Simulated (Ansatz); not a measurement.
Given:

End structure of OH on the 1x1 (111) surface of fcc Ag, one in a 2x2 cell, started at the site 'bridge Ag-Ag (span 2.9 Å)':

```yaml
crystal:
  lattice:
    - [5.86677, 0.00000, 0.00000]
    - [-2.93338, 5.08077, 0.00000]
    - [0.00000, 0.00000, 26.50000]
  atoms:
    - { symbol: Ag, position: [0.16667, 0.33333, 0.36572] }
    - { symbol: Ag, position: [0.16667, 0.83333, 0.36572] }
    - { symbol: Ag, position: [0.66667, 0.33333, 0.36572] }
    - { symbol: Ag, position: [0.66667, 0.83333, 0.36572] }
    - { symbol: Ag, position: [0.33333, 0.16667, 0.45551] }
    - { symbol: Ag, position: [0.33333, 0.66667, 0.45551] }
    - { symbol: Ag, position: [0.83333, 0.16667, 0.45551] }
    - { symbol: Ag, position: [0.83333, 0.66667, 0.45551] }
    - { symbol: Ag, position: [0.00045, 0.00022, 0.54474] }
    - { symbol: Ag, position: [0.00230, 0.50115, 0.54498] }
    - { symbol: Ag, position: [0.49956, 0.99839, 0.54499] }
    - { symbol: Ag, position: [0.49956, 0.50117, 0.54499] }
    - { symbol: Ag, position: [0.17268, 0.34413, 0.63490] }
    - { symbol: Ag, position: [0.17268, 0.82854, 0.63490] }
    - { symbol: Ag, position: [0.66746, 0.33373, 0.63164] }
    - { symbol: Ag, position: [0.65722, 0.82861, 0.63494] }
    - { symbol: O, position: [0.00154, 0.00075, 0.69224] }
    - { symbol: H, position: [0.00312, 0.00149, 0.72889] }
```

Slab: 18 atoms, 7.1 Å thick at the start under the adsorbate (thin: gaps and levels are the slab's own); k 6x6x1, smearing 0.1 eV, dipole-corrected; 8 atoms held, the rest relaxed; symmetry of the start imposed; spin-polarised, no spin-orbit, no U, no dispersion correction. The starting moment vanished. At the end it is bonded to 3 Ag. In PBE this state lies 0.03 eV over the lowest of the starts that converged ('top Ag').

A negative adsorption energy means that the adsorbate is more stable on the surface than in its reference.

Q: What change of the step from the bottom to the top vacuum level, against the clean slab does PBE in Ansatz (a quantum-chemistry and plane-wave program) give?

A: -0.51 eV

Q: What is the computed work function of the top face (PBE)?

A: 3.96 eV

Q: Estimate the change of the work function that PBE returns for this input.

A: -0.48 eV

Q: What is the computed adsorption energy against H2O(g) − ½ H2(g) (PBE)?

A: 0.73 eV
